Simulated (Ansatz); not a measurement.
## A constructed model of the (110) surface of bcc Ta, p(2x2) layer of Bi, one a cell, on the site that continues the host's stacking (bottom of the slab: a bare face, its two planes held)

Method: PBE (plane waves to 420 eV, PAW; Ansatz, a quantum-chemistry and plane-wave program).

Slab: 25 atoms, 14.6 Å thick at the start; k 7x7x1, smearing 0.1 eV, dipole-corrected; 8 atoms held, the rest relaxed; symmetry of the start imposed; no spin, no spin-orbit, no U. It is one candidate, not shown to be the stable structure of the face.

- work function of the top face: 4.56 eV
- energy released by relaxation: 0.98 eV
- cost: around 26 core-minutes (rough)
